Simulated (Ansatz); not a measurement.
Consider the following.

```
CELL_PARAMETERS angstrom
      3.97999     0.00000     0.00000
     -1.98999     3.44677     0.00000
      0.00000     0.00000     5.59506
ATOMIC_POSITIONS crystal
  Sn 0.66667 0.33333 0.75000
  Sn 0.33333 0.66667 0.25000
  Ir 0.00000 0.00000 0.50000
  Ir 0.00000 0.00000 0.00000
```

Level of theory: PBEsol, DFPT electron-phonon coupling, linearised Boltzmann equation (plane waves, PAW, scalar-relativistic; Ansatz, a program for electronic structure). Cell: relaxed with this functional, without spin-orbit coupling.

Q: What phonon-limited resistivity does this give at 300 K?

A: 7.9 (x), 7.9 (y), 17.3 (z) μΩ·cm.

Q: And the electrons' mean free path at that temperature?

A: 13.0 (x), 13.0 (y), 10.2 (z) nm, weighted by the current that each state carries. Wires not much wider than this gain resistivity from their walls.

A metal at this level (no band gap). Only scattering by harmonic phonons is included (no impurities, grain boundaries, electron-electron scattering or thermal expansion). Spin-orbit coupling is left out, which matters with elements this heavy. The squared frequency of the phonon mode least converged on the k mesh is uncertain by 26 %. Halving the electron mesh (24x24x16) moves the resistivity by up to 13 % at 300 K, the mean free path by up to 5 %. Smearing 0.20 eV; phonons on a 4x4x3 q mesh, which this run doesn't test.

Formula and space group known from diffraction (Crystallography Open Database), not checked to be the room-temperature form: IrSn (P6_3/mmc).
